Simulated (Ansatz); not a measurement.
We consider white tin (β-Sn), described by PBEsol+SOC (Ansatz, a first-principles code, PAW).

Run with plane-wave cutoff 520 eV, 20×20×20 k mesh, Fermi–Dirac smearing 0.05 eV, PAW data made under PBE.

Energies at three volumes about the minimum:

```csv
V (Å³/atom),E − E_lowest (meV/atom)
26.338,1.95
26.875,0.00
27.413,1.80
```

Fit a parabola by hand: where is the minimum, and what is the bulk modulus?

Slopes: (0.00 − 1.95)/(26.875 − 26.338) = -3.631 and (1.80 − 0.00)/(27.413 − 26.875) = 3.346 meV/Å³. Curvature E″ = 2 × (3.346 − (-3.631))/(27.413 − 26.338) = 12.980 meV/Å⁶. From the middle of the first interval, the slope vanishes at V0 = 26.6065 − (-3.631)/12.980 = 26.886 Å³/atom. B = V0 E″ = 26.886 × 12.980 meV/Å³ × 0.1602 GPa per meV/Å³ = 55.9 GPa. The full Birch–Murnaghan fit to all volumes gives V0 = 26.875 Å³/atom and B0 = 55.9 GPa.

Shape and atoms are relaxed at each volume.

Measured, for comparison: bulk modulus 57.0 GPa (temperature not stated, not corrected to a static lattice; as tabulated in Chen et al. (2023), arXiv:2209.05059). Computed less measured: bulk modulus -1.9 %.
